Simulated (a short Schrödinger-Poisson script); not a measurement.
Solved with a short Schrödinger-Poisson script written for these runs: one-band effective-mass equation with BenDaniel-Duke matching, electrons, heavy and light holes apart, hard walls at the outer ends, one valence edge for both holes (no strain splitting), no charge, excitons, band mixing or non-parabolicity; under a field the levels are quasi-bound states of a box, listed while three quarters of their weight lies within 4 nm of the wells.

Stack: single GaAs/Al0.4Ga0.6As quantum well.

From the first side: 20 nm Al0.4Ga0.6As; 4 nm GaAs; 20 nm Al0.4Ga0.6As.

Constants are typed, rounded textbook-type inputs, not results; the design itself was drawn at random and stands for no fabricated device. GaAs: direct gap (eV) 1.424, conduction-band edge (eV) 0, electron mass (mₑ) 0.067, heavy-hole mass 0.377, light-hole mass 0.09. Al0.4Ga0.6As: direct gap (eV) 1.923, conduction-band edge (eV) 0.316, electron mass (mₑ) 0.1002, heavy-hole mass 0.417, light-hole mass 0.126.

The valence-band edge of each layer lies one gap below its conduction-band edge. The electron's potential energy rises along the stack by the applied field. Mesh 0.03 nm at interfaces.

Question: Give the hh1 − lh1 (meV); the squared e1-hh1 overlap at zero applied field; the e1 above the well's band edge (meV).

Answer: hh1 − lh1 (meV): 38.9; squared e1-hh1 overlap at zero applied field: 0.96; e1 above the well's band edge (meV): 105. Excitons are left out, and strain enters only through the typed gaps and offsets, so measured lines lie elsewhere.
